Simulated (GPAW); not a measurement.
# A series of runs on Pt2BaCd4 (P4_2/mnm, 14 atoms in the cell)

```xyz
14
Lattice="8.3719 0.0000 0.0000 0.0000 8.3719 0.0000 0.0000 0.0000 4.4624" Properties=species:S:1:pos:R:3 pbc="T T T"
Pt     2.3242     2.3242     0.0000
Pt     1.8617     6.5102     2.2312
Pt     6.0477     6.0477     0.0000
Pt     6.5102     1.8617     2.2312
Ba     0.0000     0.0000     0.0000
Ba     4.1860     4.1860     2.2312
Cd     7.0616     3.4300     0.0000
Cd     0.7560     2.8757     2.2312
Cd     1.3103     4.9419     0.0000
Cd     7.6159     5.4962     2.2312
Cd     2.8757     0.7560     2.2312
Cd     4.9419     1.3103     0.0000
Cd     5.4962     7.6159     2.2312
Cd     3.4300     7.0616     0.0000
```

Base run A: PBEsol, GPAW PAW datasets PBEsol (made by gpaw-setup) (GPAW), self-consistent single point.

Its settings: mode = pw; ecut = 600 eV; xc = PBEsol; kpts = 3 3 5; mesh shift (steps) = 0.5 0.5 0.5; occupations.name = methfessel-paxton; occupations.width = 0.1 eV; occupations.order = 0; nbands = -20; convergence.density = 1e-05 e/electron; convergence.energy = 1e-05 eV/electron; symmetry.symmorphic = false; symmetry.tolerance = 0.0005; maxiter = 150.

The starting cell comes from a database of published, mostly measured structures (it also holds non-ambient and calculated ones), without a prior relaxation at this level. Spin polarisation is off.

Runs:
- B: xc: PBEsol → LDA; potentials: GPAW PAW datasets LDA (gpaw-data 1.0.1) [LDA (Perdew-Wang 92)]
- C: xc: PBEsol → BLYP; potentials: GPAW PAW datasets BLYP (made by gpaw-setup) [BLYP]
- D: xc: PBEsol → vdW-DF2 (libvdwxc); potentials: GPAW PAW datasets PBE (gpaw-data 1.0.1) [vdW-DF2]
- E: xc: PBEsol → vdW-DF-cx (libvdwxc); potentials: GPAW PAW datasets PBE (gpaw-data 1.0.1) [vdW-DF-cx]

| run | pressure (GPa) | largest force (eV/Å) |
|---|---|---|
| A | -1.45 | 0.085 |
| B | -4.47 | 0.069 |
| C | 8.59 | 0.246 |
| D | 12.94 | 0.356 |
| E | 0.75 | 0.155 |

Run B against A: The pressure goes from -1.45 to -4.47 GPa and the largest force goes from 0.085 to 0.069 eV/Å.

Run D against A: The pressure goes from -1.45 to 12.94 GPa and the largest force goes from 0.085 to 0.356 eV/Å.

Run C against A: The pressure goes from -1.45 to 8.59 GPa and the largest force goes from 0.085 to 0.246 eV/Å.

Left out of this page: 3 runs of the series held back from this collection.
